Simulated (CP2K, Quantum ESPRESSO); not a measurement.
A CP2K input for a self-consistent single point of SrMg5 (P-6m2, 6 atoms in the cell) (DFT LDA (Pade form), GPW, TZVP-MOLOPT-SR-GTH basis, GTH-PADE potentials (GTH_POTENTIALS)):

```
&GLOBAL
  PROJECT srmg5
  RUN_TYPE ENERGY_FORCE
  PRINT_LEVEL MEDIUM
&END GLOBAL
&FORCE_EVAL
  METHOD Quickstep
  STRESS_TENSOR ANALYTICAL
  &DFT
    BASIS_SET_FILE_NAME BASIS_MOLOPT_UCL
    POTENTIAL_FILE_NAME GTH_POTENTIALS
    &QS
      METHOD GPW
      EPS_DEFAULT 1E-10
    &END QS
    &MGRID
      CUTOFF 500
      REL_CUTOFF 40
      NGRIDS 5
    &END MGRID
    &SCF
      SCF_GUESS ATOMIC
      EPS_SCF 1E-6
      MAX_SCF 100
      ADDED_MOS 5
      &DIAGONALIZATION
        ALGORITHM STANDARD
      &END DIAGONALIZATION
      &MIXING
        METHOD BROYDEN_MIXING
        ALPHA 0.2
        NBUFFER 10
        BETA 1.5
      &END MIXING
      &SMEAR ON
        METHOD GAUSSIAN
        SIGMA [eV] 0.136
      &END SMEAR
    &END SCF
    &KPOINTS
      SCHEME MONKHORST-PACK 7 7 2
      GAMMA_CENTERED T
    &END KPOINTS
    &XC
      &XC_FUNCTIONAL PADE
      &END XC_FUNCTIONAL
    &END XC
    &PRINT
      &MO
        EIGENVALUES T
        OCCUPATION_NUMBERS T
        NDIGITS 8
        FILENAME mo
        &EACH
          QS_SCF 0
        &END EACH
        ADD_LAST NUMERIC
      &END MO
      &MULLIKEN ON
      &END MULLIKEN
    &END PRINT
  &END DFT
  &SUBSYS
    &CELL
      A 3.52198000 0.00000000 0.00000000
      B -1.76099000 3.05012400 0.00000000
      C 0.00000000 0.00000000 15.37719000
      PERIODIC XYZ
    &END CELL
    &COORD
      SCALED
      Sr       0.66666700     0.33333300     0.00000000
      Mg       0.00000000     0.00000000     0.80719000
      Mg       0.00000000     0.00000000     0.19281000
      Mg       0.66666700     0.33333300     0.65411000
      Mg       0.66666700     0.33333300     0.34589000
      Mg       0.00000000     0.00000000     0.50000000
    &END COORD
    &KIND Sr
      BASIS_SET TZVP-MOLOPT-SR-GTH-q10
      POTENTIAL GTH-PADE-q10
    &END KIND
    &KIND Mg
      BASIS_SET TZVP-MOLOPT-SR-GTH-q2
      POTENTIAL GTH-PADE-q2
    &END KIND
  &END SUBSYS
  &PRINT
    &FORCES ON
    &END FORCES
    &STRESS_TENSOR ON
    &END STRESS_TENSOR
  &END PRINT
&END FORCE_EVAL
```

**Question.** Translate this input to Quantum ESPRESSO.

**Answer.** This is the input that was run; spellings and numerical settings could be chosen otherwise.

```fortran
&control
   calculation = 'scf'
   outdir = './tmp/'
   pseudo_dir = './'
   tprnfor = .true.
   tstress = .true.
/
&system
   ibrav = 4
   celldm(1) = 6.655577451
   celldm(3) = 4.36606408390
   nat = 6
   ntyp = 2
   ecutwfc = 40
   ecutrho = 200
   occupations = 'smearing'
   smearing = 'gauss'
   degauss = 0.0099958
/
&electrons
   conv_thr = 1e-8
/
ATOMIC_SPECIES
Sr    87.6200  sr_lda_v1.uspp.F.UPF
Mg    24.3050  mg_lda_v1.4.uspp.F.UPF
ATOMIC_POSITIONS angstrom
Sr    1.760989956    1.016708025    0.000000000
Mg    0.000000000    0.000000000   12.412313996
Mg    0.000000000    0.000000000    2.964876004
Mg    1.760989956    1.016708025   10.058373751
Mg    1.760989956    1.016708025    5.318816249
Mg    0.000000000    0.000000000    7.688595000
K_POINTS automatic
7 7 2  0 0 0
```

Basis settings and potentials, where a program has them, do not carry over. This input uses DFT, LDA (PZ), plane waves, GBRV 1.5 ultrasoft (LDA) pseudopotentials. LDA parametrisations can differ slightly between programs.

The starting cell comes from a database of computed structures (which also holds hypothetical and non-ambient phases and stackings), without a prior relaxation at this level.
